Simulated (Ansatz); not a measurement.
**Parameter sweep on AlV6Sb (Pm-3, 8 atoms in the cell)**

```xyz
8
Lattice="4.8568 0.0000 0.0000 0.0000 4.8568 0.0000 0.0000 0.0000 4.8568" Properties=species:S:1:pos:R:3 pbc="T T T"
Al     2.4284     2.4284     2.4284
V      0.0000     2.4284     3.5817
V      0.0000     2.4284     1.2751
V      3.5817     0.0000     2.4284
V      1.2751     0.0000     2.4284
V      2.4284     3.5817     0.0000
V      2.4284     1.2751     0.0000
Sb     0.0000     0.0000     0.0000
```
Moments meant for the start (each program seeds them in its own way; μB, in the order of the atoms Al V V V V V V Sb): 0.0 2.0 2.0 2.0 2.0 2.0 2.0 0.0.

Base run A: PBEsol, PAW files made with PBE (Ansatz, an electronic-structure program), self-consistent single point.

Its settings: kpoints.mp_grid.grid = 7 7 7; kpoints.mp_grid.shift = 0.5 0.5 0.5; hamiltonian.xc = pbesol; hamiltonian.pseudopotentials = {kind: paw} (the program's default PAW files); magnetization.spin_polarized = true; scf.occupations.method = fermi_dirac; scf.occupations.width = 0.0073 Ry.

The starting cell comes from a database of computed structures (which also holds hypothetical and non-ambient phases and stackings), without a prior relaxation at this level. The starting moments vanished: the run ended non-magnetic, which need not be the lowest state. The program warned that a starting moment was not kept. In the base run, with a pressure of about -4 GPa the cell is away from its equilibrium volume at this level. Ansatz's pressure includes its estimate of the finite-basis (Pulay) stress.

ΔF is the free energy per atom less that of run A. 

Run A gave: pressure (GPa) -3.91; largest force (eV/Å) 0.032; iterations 12.

Runs:
- B: scf.mixing.algorithm, scf.mixing.beta_mag = broyden, 0.2
- C: scf.mixing.algorithm, scf.mixing.beta_mag = broyden, 0.5
- D: scf.mixing.algorithm, scf.mixing.beta_mag = broyden, 1
- E: scf.mixing.algorithm, scf.mixing.beta_mag = broyden, 2

Which runs reach the base run's state, and which is quickest in iterations?

Runs B, C, D, E reached the same state as A (within 1 meV/atom and 0.1 μB a site). The fewest iterations to that state were 12 (A); the most were 23.

```
run  ΔF (meV/atom)  pressure (GPa)  largest force (eV/Å)  iterations
---  -------------  --------------  --------------------  ----------
A             0.00           -3.91                 0.032          12
B             0.00           -3.91                 0.032          21
C             0.00           -3.91                 0.032          16
D             0.00           -3.91                 0.032          20
E             0.00           -3.91                 0.032          23
```

Keys are those of Ansatz 0.2.
